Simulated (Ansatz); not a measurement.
Data:

```xyz
6
Lattice="3.8216 0.0000 0.0000 0.0000 3.8216 0.0000 1.9108 -1.9108 4.8084" Properties=species:S:1:pos:R:3 pbc="T T T"
Ti     1.9108     0.0000     2.4042
Ti     0.0000     0.0000     0.0000
O      1.9108     0.0000     0.4087
O      1.9108     1.9108     2.8129
O      3.8216     0.0000     1.9955
O      1.9108     0.0000     4.3997
```

No spin polarisation.

Calculations: Kohn–Sham DFT with the PBE functional, run in Ansatz (a first-principles code) with PAW and 420 eV plane waves, without spin-orbit coupling. Γ-centred 12×12×12 mesh, Fermi–Dirac width 0.05 eV.

Q: Predict the band gap and in-plane stress.

A: The band gap is 2.07 eV and the mean in-plane stress (compression positive) comes out as -1.6 GPa.

The cells carry an imposed strain or load. Whether these cells are dynamically stable was not tested. All final runs are without spin polarisation. The cell was made from TiO2 in the anatase structure (space group I4_1/amd, No. 141) by this change: biaxial strain +0.60 %, plane normal [001], relaxed out of plane.
